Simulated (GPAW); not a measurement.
GPAW is run on Pd (Fm-3m, 1 atom in the cell), and the run fails. The aim is a self-consistent single point with DFT PBE, plane waves, GPAW PAW datasets PBE (gpaw-data 1.0.1).

The input file:

```python
from ase import Atoms
from ase.units import GPa
from gpaw import GPAW

atoms = Atoms(['Pd'],
              cell=[[0.000000, 1.978236, 1.978236],
                    [1.978236, 0.000000, 1.978236],
                    [1.978236, 1.978236, 0.000000]],
              positions=[[0.000000, 0.000000, 0.000000]],
              pbc=True)

atoms.set_initial_magnetic_moments([1.0])

calc = GPAW(spinpol=True,
            mode={'name': 'pw', 'ecut': 600},
            xc='PBE',
            setups={'Pd': 'hard'},
            kpts={'size': (16, 16, 16), 'gamma': True},
            occupations={'name': 'fermi-dirac', 'width': 0.1},
            nbands=-7,
            symmetry={'symmorphic': False, 'tolerance': 0.0005},
            maxiter=100)

atoms.calc = calc

energy = atoms.get_potential_energy()
print('Energy (eV):', round(energy, 6))
forces = atoms.get_forces()
print('Forces (eV/Ang):')
print(forces.round(5))
stress = atoms.get_stress()
print('Stress (GPa, Voigt):', (stress / GPa).round(4))
```

The program printed (abridged):

```
Input parameters:
  kpts: {gamma: True,
         size: (16, 16, 16)}
  maxiter: 100
  mode: {ecut: 600,
         name: pw}
  nbands: -7
  occupations: {name: fermi-dirac,
                width: 0.1}
  setups: {Pd: hard}
  spinpol: True
  symmetry: {symmorphic: False,
             tolerance: 0.0005}
  xc: PBE

Traceback (most recent call last):
   [... frames left out ...]
FileNotFoundError: Could not find required PAW dataset file "Pd.hard.PBE".

You need to set the GPAW_SETUP_PATH environment variable to point to
the directories where PAW dataset and basis files are stored.  See
https://gpaw.readthedocs.io/install.html#install-paw-datasets
for details.
```

Task: From the messages shown, name the fault and mend the input.

Result: The fault is a potential or basis that cannot be found. The input names a file or set that is not where the program looks, or that does not exist under that name. To fix it, correct the name or place the file. The program stopped before any SCF iteration.

An input that runs soundly differs in these lines (not the only fix; some lines may just follow from the change or write a value another way):
```diff
-            setups={'Pd': 'hard'},
```

With that input, the run converged in 13 iterations: free energy E − TS (from the program's reference atoms) -3.9150 eV; Fermi level (on the code's own zero) 8.76 eV; pressure -1.33 GPa; size of the cell's spin moment 0.00 μB (DFT PBE, plane waves, GPAW PAW datasets PBE (gpaw-data 1.0.1)).

On the sound input: the starting cell comes from a database of computed structures (which also holds hypothetical and non-ambient phases and stackings), without a prior relaxation at this level. Its lattice was rescaled by a random factor within 2.5 % of one. The starting moments vanished: the run ended non-magnetic.
